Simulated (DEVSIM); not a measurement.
Structure: Schottky contact on p-type GaAs, at 400 K.

Layer 1 from the left is GaAs, thickness (μm) 5.00, Na (cm⁻³) 1e17, τn (s) 3.4e-8, τp (s) 3.4e-8. Layer 2 from the left is GaAs, thickness (μm) 2.30, Na (cm⁻³) 1.4e18, τn (s) 3.4e-8, τp (s) 3.4e-8.

Left contact: Schottky, work function 4.794 eV, emission velocity 1.8e6 cm/s. Right contact: ohmic. Voltage is applied to the left contact. Recombination: SRH at mid-gap. Mobility is constant in doping.

Constants are typed, rounded textbook-type inputs, not results; the design itself was drawn at random and stands for no fabricated device. Values at 300 K; Nc and Nv go as T^1.5, mobilities as T to minus their exponent, the gap by Varshni's rule with the affinity fixed.

GaAs: gap (eV) 1.424, affinity (eV) 4.07, permittivity 12.9, Nc (cm⁻³) 4.7e17, Nv (cm⁻³) 9e18, μn (cm²/Vs) 8500, μp (cm²/Vs) 400, T exponent of μn 2.1, T exponent of μp 2.2, Varshni α (eV/K) 0.000541, Varshni β (K) 204.

Simulated with DEVSIM: 1D drift-diffusion, Boltzmann statistics, complete ionisation; no tunnelling, impact ionisation, image-force lowering or self-heating. Metal contacts follow the ideal Schottky-Mott rule: no Fermi-level pinning, no interface dipoles.

Dark forward current:

| |V| (V) | |J| (A/cm²) |
|---|---|
| 0.05 | 0.07065 |
| 0.10 | 0.3693 |
| 0.15 | 1.624 |
| 0.20 | 6.771 |
| 0.25 | 26.23 |
| 0.30 | 85.10 |
| 0.35 | 208.2 |
| 0.40 | 391.7 |
| 0.45 | 616.5 |
| 0.50 | 867.3 |
| 0.55 | 1135 |
| 0.60 | 1414 |
| 0.65 | 1702 |
| 0.70 | 1995 |
| 0.75 | 2294 |

Question: Work out the local ideality factor n = ΔV / (kT/q · ln(J2/J1)) between the rows 0.15 and 0.20 V, 0.70 and 0.75 V.

Answer: kT/q = 34.47 mV. From 0.15 to 0.20 V: ln(6.771/1.624) = 1.428, n = 1.02, near the 1 of diffusion or emission over a barrier. From 0.70 to 0.75 V: ln(2294/1995) = 0.140, n = 10.39; the layers' resistance at their doping, Σ W/(qμN) = 0.00015 Ω cm², would take 45 mV of this step of 50 mV.

Question: Estimate the current at 0.15 V for emission alone, J0 = q v N_band exp(−φB/kT), and read the barrier back from the simulated current.

Answer: φB = 0.653 eV, N_band = 1.39e19 cm⁻³, J0 = 0.0235 A/cm²; J = J0 (exp(qV/kT) − 1) = 1.80 A/cm². The simulation gives 1.62 A/cm²; the estimate lies 11 % above. Read backwards, the simulated current gives an apparent barrier of 0.657 eV. The estimate leaves out transport through the depletion region and minority injection.
